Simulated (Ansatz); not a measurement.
The starting structures come from a database of crystals and need not be the phases stable at ambient conditions.

 Where the default PAW files enter, the runs use the earlier of Ansatz's two default sets.

Evanescent states of K3ScV2O8 (P-3m1, not sure to be the ambient phase, 14 atoms a cell, 15.8 Å³ an atom, -6 GPa at this level) along the normal of (001)

Level of theory: r2SCAN (plane waves, PAW; Ansatz, a first-principles code).

The gap is the functional's own. No spin-orbit coupling. Mid-gap values are interpolated on the energy grid.

Energies count from the valence-band top; κ is the least over a 6×6 mesh across the current.

```
E (eV)     κ (1/Å)  where
------  ----------  -----
0.08         0.223  off Γ
0.24         0.364  off Γ
0.40         0.438  off Γ
0.56         0.485  off Γ
0.72         0.519  off Γ
0.88    (withheld)  off Γ
1.04    (withheld)      Γ
1.20    (withheld)      Γ
1.36    (withheld)      Γ
1.52    (withheld)      Γ
1.68    (withheld)      Γ
1.84    (withheld)      Γ
2.00    (withheld)      Γ
2.16    (withheld)      Γ
2.32    (withheld)      Γ
2.48    (withheld)      Γ
2.64         0.452      Γ
2.80         0.419      Γ
2.96         0.370      Γ
3.12         0.291      Γ
3.28         0.043      Γ
```

**Question.** Fill in the missing entries.

**Answer.** 
- 0.88, κ (1/Å): 0.541
- 1.04, κ (1/Å): 0.542
- 1.20, κ (1/Å): 0.540
- 1.36, κ (1/Å): 0.538
- 1.52, κ (1/Å): 0.536
- 1.68, κ (1/Å): 0.533
- 1.84, κ (1/Å): 0.527
- 2.00, κ (1/Å): 0.520
- 2.16, κ (1/Å): 0.509
- 2.32, κ (1/Å): 0.495
- 2.48, κ (1/Å): 0.477
